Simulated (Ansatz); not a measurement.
Consider a 16-atom cell of (Ru,Os) started in the hexagonal close-packed structure, site fractions Ru 0.875, Os 0.125, short-range order -0.05 among the nearest mixed sites of the first mixed sublattice (0 is random, a negative value favours unlike neighbours), space group Cm at the end. Its start:

```yaml
crystal:
  lattice:
    - [-0.00019, -4.74570, -4.31728]
    - [0.00019, 4.74570, -4.31728]
    - [5.47957, 0.00022, 4.31728]
  atoms:
    - { symbol: Ru, position: [0.58257, 0.41601, 0.25011] }
    - { symbol: Ru, position: [0.20908, 0.54254, 0.00001] }
    - { symbol: Ru, position: [0.70747, 0.04093, 0.00001] }
    - { symbol: Ru, position: [0.33473, 0.16793, 0.75006] }
    - { symbol: Ru, position: [0.45852, 0.79167, 0.49995] }
    - { symbol: Ru, position: [0.95829, 0.29143, 0.49995] }
    - { symbol: Ru, position: [0.08410, 0.91754, 0.25011] }
    - { symbol: Ru, position: [0.83213, 0.66533, 0.75006] }
    - { symbol: Os, position: [0.54161, 0.20860, 0.50020] }
    - { symbol: Ru, position: [0.16824, 0.33379, 0.25203] }
    - { symbol: Ru, position: [0.66604, 0.83319, 0.24923] }
    - { symbol: Ru, position: [0.29234, 0.95820, 0.00054] }
    - { symbol: Os, position: [0.41621, 0.58306, 0.74927] }
    - { symbol: Ru, position: [0.91562, 0.08375, 0.74937] }
    - { symbol: Ru, position: [0.04268, 0.70829, 0.50097] }
    - { symbol: Ru, position: [0.79037, 0.45776, 0.99813] }
```

The mixing enthalpy is taken against the end members in the hexagonal close-packed type, relaxed in the same cell and mesh.

All values below come from PBE (plane waves to 420 eV, PAW; Ansatz, an electronic-structure program). Spin–orbit coupling is left out; the runs are not spin-polarised. Its k-point mesh 6×6×6, Fermi–Dirac width 0.05 eV.

```json
[
 {"end member": "Ru", "weight": "0.875", "volume per atom (Å³)": "13.77"},
 {"end member": "Os", "weight": "0.125", "volume per atom (Å³)": "14.28"}
]
```

### Question
Predict the alloy's volume, bond lengths and mixing enthalpy.

### Answer
* **volume per atom**: 13.83 Å³
* **Ru–Ru bonds (within 1.22 times the sum of covalent radii)**: 2.696 Å on average, from 2.661 to 2.732 (73)
* **Os–Ru bonds (within 1.22 times the sum of covalent radii)**: 2.691 Å on average, from 2.662 to 2.731 (22)
* **Os–Os bonds (within 1.22 times the sum of covalent radii)**: 2.726 Å on average, from 2.726 to 2.726 (1)
* **mixing enthalpy per site of the mixed sublattice**: -4 meV
* **departure of the mean lattice parameter from Vegard's line**: under 0.15 %, inside the noise of the relaxations
